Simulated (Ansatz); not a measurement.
InGaN2 (model structure, started from the LiGaO2 type, Pna2₁, No. 33, 16 atoms in the cell)

Level of theory: PBEsol (PAW; Ansatz, an electronic-structure program).

Settings: plane-wave cutoff 520 eV, 6×6×6 k mesh, Fermi–Dirac smearing 0.01 eV, scalar-relativistic PAW data made under PBE.

Cell (relaxed with PBEsol):

```cif
data_Ga4In4N8
_chemical_formula_sum 'In4 Ga4 N8'
_space_group_name_H-M_alt 'Pna21'
_space_group_IT_number 33
_space_group_name_Hall 'P 2c -2n'
_cell_length_a 5.79324
_cell_length_b 6.72844
_cell_length_c 5.44283
_cell_angle_alpha 90.000
_cell_angle_beta 90.000
_cell_angle_gamma 90.000
loop_
_atom_site_label
_atom_site_type_symbol
_atom_site_symmetry_multiplicity
_atom_site_Wyckoff_symbol
_atom_site_fract_x
_atom_site_fract_y
_atom_site_fract_z
_atom_site_occupancy
In1 In 4 a 0.08916 0.62384 0.00356 1
Ga1 Ga 4 a 0.07724 0.12571 0.00525 1
N1 N 4 a 0.06540 0.10901 0.36327 1
N2 N 4 a 0.09927 0.64093 0.40111 1
```

| Item | Value |
|---|---|
| band gap | 0.62 eV |

Note: the relaxation could raise the start's symmetry but not lower it, so the cell can be a saddle point.

Spin–orbit coupling is not included.

Computed values are for the static lattice.

Cost on a shared machine: roughly 3 core-minutes.

A model structure was made by putting elements into a prototype or built by hand; it is no filed structure, need not be a known phase, and can be a saddle point held by its symmetry.
